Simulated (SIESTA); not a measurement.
A short convergence ladder for MgAl2Ge2 (P-3m1, 5 atoms in the cell)

```yaml
crystal:
  lattice:
    - [4.10584, 0.00000, 0.00000]
    - [-2.05292, 3.55576, 0.00000]
    - [0.00000, 0.00000, 6.77438]
  atoms:
    - { symbol: Mg, position: [0.00000, 0.00000, 0.00000] }
    - { symbol: Al, position: [0.66667, 0.33333, 0.36759] }
    - { symbol: Al, position: [0.33333, 0.66667, 0.63241] }
    - { symbol: Ge, position: [0.66667, 0.33333, 0.75695] }
    - { symbol: Ge, position: [0.33333, 0.66667, 0.24305] }
```

Base method: LDA PW92, numerical atomic orbitals DZP, PseudoDojo LDA standard norm-conserving potentials (rewritten from UPF to PSML) in SIESTA.

Base settings: XC.functional = LDA; XC.authors = PW92; potentials = PseudoDojo LDA standard; PAO.BasisSize = DZP; PAO.EnergyShift = 0.01 Ry; MeshCutoff = 400 Ry; kgrid.MonkhorstPack = 4 4 3; OccupationFunction = FD; ElectronicTemperature = 1160.45 K; MaxSCFIterations = 150.

Core times come from one kind of shared machine, to one figure; runs under 30 s give none.

**The force threshold of a relaxation**

On MgAl2Ge2 (P3m1, 5 atoms in the cell): one atom moved by 0.15 angstrom.

In this ladder: MD.TypeOfRun = Broyden; MD.Steps = 40.

The mesh stays at the base's, so the ladder's end is converged at best in this setting alone.

Only quantities that move along the ladder and can be compared are tabulated.

```csv
MD.MaxForceTol,free energy less the last step's (meV/atom),largest force left (eV/Å),relaxation steps,core time / last (rough)
0.2 eV/Ang,0.73,0.1192,3,0.2
0.1 eV/Ang,0.02,0.0222,5,0.3
0.05 eV/Ang,0.02,0.0222,5,0.4
0.03 eV/Ang,0.02,0.0222,5,0.4
0.02 eV/Ang,0.00,0.0032,6,0.3
0.01 eV/Ang,0.00,0.0032,6,0.3
0.005 eV/Ang,0.00,0.0032,6,0.4
0.002 eV/Ang,0.00,0.0017,12,0.8
0.001 eV/Ang,0.00,0.0003,16,1
```

Coarsest MD.MaxForceTol that holds the free energy within 0.1 meV/atom of the last step, with all finer ones: 0.1 eV/Ang, at about 0.3 of the last step's time; the step before is off by 0.73 meV/atom.

Coarsest MD.MaxForceTol that holds the largest force left within 0.02 eV/Å of the last step, with all finer ones: 0.02 eV/Ang, at about 0.3 of the last step's time; the step before is off by 0.022 eV/Å.

On the base run: the starting cell comes from a database of computed structures (which also holds hypothetical and non-ambient phases and stackings), without a prior relaxation at this level. Its lattice was rescaled by up to half a per cent. Values carry the incompleteness of an atom-centred basis. Without a gap this mesh is coarse (it stands for a supercell whose shortest vector is 16 Å).
